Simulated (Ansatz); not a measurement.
# BP, pressure series

Base system: BP in the zinc blende structure (space group F-43m, No. 216; a = 4.548 Å).

Cell and atoms are relaxed at each pressure.

The values are results of PBE (Ansatz, an electronic-structure program, PAW, spin-orbit coupling left out), not measurements.

```tsv
change	smallest direct gap	band gap	lattice parameter a
base	3.39 eV	1.25 eV	8.595 bohr
pressure −2 GPa	…	1.27 eV	8.631 bohr
pressure −1 GPa	3.39 eV	1.26 eV	8.613 bohr
pressure 1.8 GPa	3.41 eV	1.23 eV	8.564 bohr
pressure 4.2 GPa	3.43 eV	1.21 eV	8.525 bohr
pressure 9 GPa	…	1.17 eV	8.452 bohr
pressure 18 GPa	…	1.11 eV	8.332 bohr
pressure 30 GPa	3.65 eV	1.03 eV	8.198 bohr
pressure 45 GPa	3.77 eV	0.93 eV	8.058 bohr
pressure 60 GPa	3.89 eV	0.83 eV	7.940 bohr
```

Q: Complete the table.

A: 
- pressure −2 GPa, smallest direct gap: 3.38 eV
- pressure 9 GPa, smallest direct gap: 3.47 eV
- pressure 18 GPa, smallest direct gap: 3.55 eV

Load acts through the strain it causes; cell and atoms are relaxed under it. Stability against distortions was not tested. Competing high-pressure phases were not computed.
